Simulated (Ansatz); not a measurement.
**A computed series for hypothetical zinc blende HgO: response to strain**

The parent structure is HgO in the zinc blende structure (space group F-43m, No. 216; a = 5.196 Å; a hypothetical phase, not in the database extracts checked).

Strains are applied to the cell and any free atomic positions relax.

Calculations: PBEsol (Ansatz, a first-principles code), without spin-orbit coupling.

```json
[
 {"isotropic strain (%)": "-3.51", "pressure (GPa)": "13.2"},
 {"isotropic strain (%)": "-2.96", "pressure (GPa)": "10.7"},
 {"isotropic strain (%)": "-1.51", "pressure (GPa)": "4.8"},
 {"isotropic strain (%)": "-1.1", "pressure (GPa)": "?"},
 {"isotropic strain (%)": "0", "pressure (GPa)": "0.0"},
 {"isotropic strain (%)": "1.78", "pressure (GPa)": "-4.4"}
]
```

### Question
Fit P = P₀ − Bδ + Cδ² with δ = (1 + ε)³ − 1 to the rows shown and predict the withheld row.

### Answer
Least squares on the printed values gives P₀ = -0.1 GPa, B = 96.8 GPa, C = 331 GPa (largest residual 0.1 GPa); this predicts 3.4 GPa, and the run gives 3.4 GPa, in agreement.

Stability against distortions was not tested. The final runs are not spin-polarised.
